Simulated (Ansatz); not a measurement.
Start from SiS$_{2}$ in the 2H-MoS2 type structure (space group P6_3/mmc, No. 194; a = 3.2096 Å, c = 11.7670 Å; a hypothetical phase, not in the database extracts checked; layered, stacked along the Cartesian z axis).

(Cell as relaxed with PBE-D3(BJ).)

Levels (all Ansatz, a quantum-chemistry and plane-wave program, PAW): PBE-D3(BJ) (420 eV, spin-orbit coupling left out); r2SCAN+rVV10 (500 eV, without spin-orbit coupling).

Each level relaxes its own structure.

```csv
quantity,PBE-D3(BJ),r2SCAN+rVV10
volume per atom,17.50 Å³,?
lattice parameter a,3.210 Å,?
lattice parameter c,11.767 Å,?
band gap,zero,?
```

Problem. What does r2SCAN+rVV10 give?

Solution. 
- volume per atom, r2SCAN+rVV10: 18.23 Å³
- lattice parameter a, r2SCAN+rVV10: 3.224 Å
- lattice parameter c, r2SCAN+rVV10: 12.153 Å
- band gap, r2SCAN+rVV10: zero

PBE-D3(BJ)'s volume per atom lies 0.738 Å³ below r2SCAN+rVV10's (4.0 %); PBE-D3(BJ)'s lattice parameter a lies 0.014 Å below r2SCAN+rVV10's (0.4 %); PBE-D3(BJ)'s lattice parameter c lies 0.386 Å below r2SCAN+rVV10's (3.2 %); the two agree on the band gap. Neither level is exact; r2SCAN+rVV10 is the comparison here, not a measurement.

Whether these cells are dynamically stable was not tested. The final runs are not spin-polarised. Gaps under 0.05 eV, about the width of the smearing, are given as zero. The zero or small gap of SiS2 can change with the level of theory.
